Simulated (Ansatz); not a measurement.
## W: x(Ta) = 0.5, 2 atoms, Cmmm

Take W in the bcc (W type) structure (space group Im-3m, No. 229; a = 3.1693 Å) as the base.

The other end (x = 1) is Ta in the bcc (W type) structure (space group Im-3m, No. 229): 18.05 Å³/atom, gap zero.

It is then changed as follows: a fraction x = 0.5 of the W sites is given to Ta, ordered in a cell of 2 atoms (starting symmetry Cmmm) and fully relaxed.

Computed with DFT with r2SCAN, PAW potentials and a 500 eV plane-wave cutoff in Ansatz (an electronic-structure program), without spin-orbit coupling. k-mesh 17×17×10 (Γ-centred); smearing 0.05 eV (Fermi–Dirac), for the changed cell.

* **Volume per atom**: 16.79 Å³ (base 15.92 Å³)
* **Density**: 18.04 g/cm³ (base 19.18 g/cm³)
* **Shortest interatomic distance**: 2.775 Å (base 2.745 Å)
* **Band gap**: zero (base zero)
* **Mixing energy**: -0.06 eV/atom (to 0.01 eV only: unlike meshes or grids)
* **Deviation of the volume from the linear (Vegard-type) interpolation**: -1.1 %

These are small ordered cells, not random alloys; other orderings at the same x differ. No phonon test of stability was made. The final runs are not spin-polarised. An odd electron count without spin: TaW.
